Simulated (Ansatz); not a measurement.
The reference is HgTe in the zinc blende structure (space group F-43m, No. 216).

```yaml
crystal:
  lattice:
    - [0.00000, 3.32535, 3.32535]
    - [3.32535, 0.00000, 3.32535]
    - [3.32535, 3.32535, 0.00000]
  atoms:
    - { symbol: Te, position: [0.75000, 0.75000, 0.75000] }
    - { symbol: Hg, position: [0.00000, 0.00000, 0.00000] }
```

The values are results of PBE (Ansatz, a first-principles code), no spin-orbit coupling, earlier PAW set, not measurements.

For the base:

| Property | Result |
|---|---|
| Volume per atom | 36.77 Å³ |

Now apply this change: cell and atoms relaxed at a pressure of 9 GPa.

Q: Estimate the effect on the volume per atom.

A: The volume per atom drops by 5.74 Å³ (36.77 Å³ → 31.03 Å³).

Load acts through the strain it causes; cell and atoms are relaxed under it. Stability against distortions was not tested. Tetrahedral semiconductors of this kind turn to denser phases somewhere between about 1 and 50 GPa; those were not computed, so compressed cells here can lie past the real transition. All final runs are without spin polarisation.
